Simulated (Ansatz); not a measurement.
Start from CdS in the zinc blende structure (space group F-43m, No. 216; a = 5.8249 Å).

Levels (all Ansatz, a quantum-chemistry and plane-wave program, PAW, earlier PAW set): PBEsol (420 eV, without spin-orbit coupling); r2SCAN (500 eV, scalar-relativistic without spin-orbit coupling); HSE06 (420 eV, spin-orbit coupling left out); PBEsol+SOC (420 eV, with spin-orbit coupling); HSE06+SOC (420 eV, noncollinear with spin-orbit coupling).

Levels that relaxed their own cell: PBEsol.

```tsv
level	band gap	lattice parameter a
PBEsol	1.01 eV	5.825 Å
r2SCAN	1.60 eV	–
HSE06	2.17 eV	–
PBEsol+SOC	1.00 eV	–
HSE06+SOC	2.15 eV	–
```

Problem. From these computed values, estimate the measured ones, and say how each level misses.

Solution. Measured: band gap 2.48 eV (0 K or low temperature; as listed in arXiv:1206.3780); lattice parameter a 5.832 Å (room temperature; as listed in arXiv:1206.3780). Computed minus measured — band gap: PBEsol -1.47 eV, r2SCAN -0.88 eV, HSE06 -0.31 eV, PBEsol+SOC -1.48 eV, HSE06+SOC -0.33 eV (closest: HSE06 and HSE06+SOC); lattice parameter a: PBEsol -0.1 %. Measured values not marked as corrected hold thermal and zero-point effects that the static-lattice runs lack. A measured gap can be an optical one, lowered by exciton binding. Levels without spin-orbit coupling miss its lowering of the gap, often about a third of the valence-band splitting.

Single points use the geometry relaxed with PBEsol. Differences between runs with and without spin-orbit coupling are approximate. Stability against distortions was not tested.
